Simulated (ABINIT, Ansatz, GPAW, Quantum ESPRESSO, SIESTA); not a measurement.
**One structure in several programs: Be (P6_3/mmc, 4 atoms in the cell)**

Self-consistent single point, at a second geometry (lattice scaled by 0.98). First geometry:

```
Be
1.0
    2.31973     0.00000     0.00000
   -1.15986     2.00894     0.00000
    0.00000     0.00000     7.46374
Be
4
Cartesian
  0.00000   0.00000   0.00000
  0.00000   0.00000   3.73187
  0.00000   1.33930   1.86593
  1.15987   0.66965   5.59780
```

Shared settings, as Ansatz (a quantum-chemistry and plane-wave program) writes them: kpoints.mp_grid.grid = 16 16 5; scf.occupations.method = gaussian; scf.occupations.width = 0.136 eV. Potentials and cutoffs stand in the table.

| code | model | ΔF from the first geometry (meV/atom) | pressure (GPa) | cutoff |
|---|---|---|---|---|
| Ansatz | PBE, default PAW files | -23.2 | -4.22 | default |
| SIESTA | GGA PBE, numerical atomic orbitals DZP, PseudoDojo PBE standard norm-conserving potentials (rewritten from UPF to PSML) | -23.2 | -3.42 | grid 300 Ry |
| GPAW | PBE, GPAW PAW datasets PBE (gpaw-data 1.0.1) | -19.1 | -2.75 | 800 eV |
| ABINIT | PBE, PAW (JTH v2.0 PBE PAW) | -23.3 | -4.28 | 544 eV |
| Quantum ESPRESSO | PBE, PSlibrary PAW (PBE) pseudopotentials | -24.3 | -4.56 | 40 Ry |

The spread over the programs that give each value: ΔF from the first geometry within 5.2 meV/atom; pressure within 1.81 GPa.

SIESTA uses small atom-centred bases, whose incompleteness enters pressures, forces and empty levels differently from a plane-wave cutoff. Ansatz's pressure is given at a fixed set of plane waves, as the other plane-wave codes print theirs; with its correction for the finite basis it is -4.17 GPa. In the pressure, GPAW (by 1.50) lies more than 1 GPa from the median of the plane-wave programs.

The starting cell was generated: these elements placed on a structure prototype, without a prior relaxation; it need not be a known phase or ordering of this composition. Its lattice was rescaled by a random factor within 2.5 % of one. For this run, on top of that: lattice scaled by 0.98.

Left out of this page: Elk and FLEUR (not drawn, or without a comparable value).

Keys are those of Ansatz 0.2.
